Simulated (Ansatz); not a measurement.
Base system: Ba in the bcc (W type) structure (space group Im-3m, No. 229; a = 4.8817 Å). Axes: x, y, z lie along the cube axes.

Method: PBEsol (Ansatz, a program for electronic structure; PAW; 420 eV plane waves; spin-orbit coupling left out), earlier PAW set.

Base values:

The shortest interatomic distance is 422.8 pm.

One thing is altered: a free-standing slab of 7 layers (7 atoms, 1 a layer) is cut normal to [110], with 15 Å of vacuum and the in-plane cell held at bulk.

**Question.** What happens to the excess energy per area of both faces?

**Answer.** The excess energy per area of both faces (slab less bulk energy over the cell's area: twice a surface energy) amounts to 0.7 J/m² (uncertain by up to 0.07 J/m²).

**Question.** What does the calculation give for the change of the spacing d12 from its bulk value of 3.452 Å after the change?

**Answer.** The change of the spacing d12 from its bulk value of 3.452 Å amounts to -2.0 %.

**Question.** Predict the new shortest interatomic distance.

**Answer.** The shortest interatomic distance falls by 5.62 pm to 417.1 pm.

**Question.** How does this affect the change of the spacing d23 from its bulk value of 3.452 Å?

**Answer.** The change of the spacing d23 from its bulk value of 3.452 Å comes out as +0.2 %.

Slab and bulk use different k-meshes, which limits the precision of the excess energy. Stability against distortions was not tested.
